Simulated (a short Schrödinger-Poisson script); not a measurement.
Stack: MOS inversion layer, SiO2 on p-type Si(100), at 300 K.

From the gate side: 3.9 nm SiO2; 1500 nm Si, acceptors 8.1e16 cm⁻³.

The device is made up for the run: typed textbook-type constants, with dimensions and the other settings drawn at random. SiO2: permittivity 3.9, conduction-band edge (eV) 3.15, gap (eV) 9, electron mass (mₑ) 0.5. Si: permittivity 11.7, conduction-band edge (eV) 0, gap (eV) 1.124, Nv at 300 K (cm⁻³) 3.1e19.

Channel valleys (confinement mass, in-plane density-of-states mass, number): Δ2 0.916, 0.19, 2; Δ4 0.19, 0.417, 4. At the gate the conduction-band edge of layer 1 lies 3.59 eV − eVg above the Fermi level of the channel; the field vanishes at the back. Gaps are held at their typed values at every temperature. Mesh 0.03 nm at interfaces.

Solved with a short Schrödinger-Poisson script written for these runs: 1D Poisson equation in equilibrium, electrons quantum, Hartree (BenDaniel-Duke, 12 states a valley, the channel's in-plane mass for all, wave functions free to enter the dielectric), parabolic valleys, classical holes, full ionisation, no traps, pinning or gate leakage.

```
Vg (V)  electrons (cm⁻²)  C (μF/cm²)  Δ2 E0 (meV from the Fermi level)  Δ4 E0 (meV from the Fermi level)
------  ----------------  ----------  --------------------------------  --------------------------------
0.4               1.01e9      0.0906                             244.8                             271.7
0.5              2.53e10       0.186                             160.4                             188.5
0.6              2.07e11       0.484                             104.3                             134.5
0.7              5.49e11       0.625                              77.0                             109.7
0.8              9.53e11       0.683                              60.5                              95.9
0.9              1.39e12       0.714                              48.7                              86.7
1                1.84e12       0.734                              39.5                              79.9
1.1              2.30e12       0.748                              31.9                              74.6
1.2              2.77e12       0.759                              25.3                              70.2
1.3              3.24e12       0.767                              19.5                              66.4
1.4              3.72e12       0.774                              14.3                              63.2
1.5              4.21e12       0.779                               9.6                              60.3
1.6              4.70e12       0.784                               5.3                              57.7
1.7              5.19e12       0.788                               1.2                              55.4
1.8              5.68e12       0.791                              -2.6                              53.2
1.9              6.17e12       0.794                              -6.2                              51.2
2                6.67e12       0.797                              -9.7                              49.3
```

Gate voltages with under 1e9 electrons/cm² are left out.

At Vg = 2 V the lowest Δ2 subband lies at -9.7 meV from the Fermi level. How many electrons does it hold, and what share of all?

The two-dimensional density of states is g m/(πħ²) = 1.59e11 cm⁻² meV⁻¹ (both spins), kT = 25.9 meV, so n = D kT ln(1 + exp(−E/kT)) = 3.68e12 cm⁻², 0.55 of the 6.67e12 cm⁻² in all.

Compare the slope of the sheet density between 1.8 and 2 V with the geometric capacitance of the layers between gate and channel.

q Δn/ΔV = 0.793 μF/cm²; ε0/Σ(t/ε) = 0.885 μF/cm². The ratio is 0.90: the channel acts as a further capacitance in series.
